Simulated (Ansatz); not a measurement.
Lattice thermal conductivity of rock salt NaCl at 300 K from the linearised phonon Boltzmann equation (three-phonon plus isotope scattering) in Ansatz (plane waves, PAW). Reference run: PBEsol, third-order constants from a 54-atom supercell out to 5.9 Å, harmonic mesh 6×6×6, k mesh 6×6×6, scattering mesh 15×15×15. Unless called populations, κ holds the coherence term between modes besides the Boltzmann populations.

| run | highest ν (THz) | κ (W/m/K) |
|---|---|---|
| PBEsol, reference | 7.62 | 8.6 |
| LDA | 8.06 | 11 |
| PBE | 7.35 | ? |

### Question
What belongs in the gaps?

### Answer

- PBE, κ (W/m/K): 7.5

The PAW data sets were generated under PBE and serve the other functionals too.

Ansatz is an electronic-structure program.
